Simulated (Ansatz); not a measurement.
**Report: diamond-structure Si (Fd-3m), biaxial stress in the (001) plane**

Cell and atoms are relaxed with r2SCAN to each stress (compression positive); bands and masses by r2SCAN with spin-orbit coupling, rigid bands (plane waves, PAW; Ansatz, an electronic-structure program). Strains are changes of length against the unloaded cell.

```
CELL_PARAMETERS angstrom
      0.00000     2.72212     2.72212
      2.72212     0.00000     2.72212
      2.72212     2.72212     0.00000
ATOMIC_POSITIONS crystal
  Si 0.25000 0.25000 0.25000
  Si 0.00000 0.00000 0.00000
```

```
stress (GPa)  strain [001] (%)  strain [100] (%)  gap (eV)  mₑ* [001]  mₑ* [100]  mₕ* [001]  mₕ* [100]
------------  ----------------  ----------------  --------  ---------  ---------  ---------  ---------
-2.00                    -0.82              1.13     0.577       0.93       0.21       0.32       0.32
-1.00                    -0.40              0.55     0.670       0.78       0.21       0.34       0.35
0                            0                 0     0.756       0.28       0.28       0.35       0.35
1.00                      0.39             -0.53     0.692       0.21       0.34       0.35       0.33
2.00                      0.78             -1.05     0.630       0.21       0.34       0.32       0.30
```

[001] is the normal of the loaded plane; [010] strains as [100]. Masses are conductivity masses at 300 K in electron masses.

Question: From the two loads next to zero, find the biaxial modulus and the ratio of out-of-plane to in-plane strain.

Answer: Between -1.00 and 1.00 GPa the strain along [100] changes by -1.08 % and that along [001] by 0.79 %. The modulus is 2.00/0.0108 = 185 GPa and the ratio of the strains 0.73 (r2SCAN, atoms relaxed). For a cubic (001) plane the ratio is 2C₁₂/C₁₁ and the modulus C₁₁ + C₁₂ − 2C₁₂²/C₁₁, which gives C₁₁ ≈ 169 GPa and C₁₂ ≈ 62 GPa.

Question: How fast does the gap move on either side of zero load?

Answer: Under tension, (0.670 − 0.756) eV over -1.00 GPa = 86 meV/GPa, or about -16 eV per unit strain; under compression, (0.692 − 0.756) eV over 1.00 GPa = -64 meV/GPa, or about 12 eV per unit strain. The two slopes part by 150 meV/GPa; gaps are resolved to about 0.01 eV, which allows 20 meV/GPa, so they differ, even in sign: the gap has a turning point near zero load.

Question: Take the carrier density and the relaxation time as fixed, so that ρ ∝ m*. What gauge factor (Δρ/ρ)/ε follows for current along [100] at the loads next to zero?

Answer: electrons at -1.00 GPa: (0.21/0.28 − 1)/0.0055 ≈ -45; electrons at 1.00 GPa: (0.34/0.28 − 1)/-0.0053 ≈ -40. These are means over a finite load; the small-strain gauge factor differs, most where the load has already emptied the upper valleys or bands. Carriers and loads whose mass moves by under 12 % aren't resolved and aren't listed. The change of shape, which adds a term of order 1 to 2, and that of the scattering between valleys or bands are left out.

Masses are those of dilute carriers in rigid bands with one relaxation time, without polarons. Third decimals of gaps are kept for the arithmetic. Every relaxation keeps the diamond-structure phase (space group I4_1/amd under this load), so a transition, a distortion that breaks the symmetry or fracture can't show.
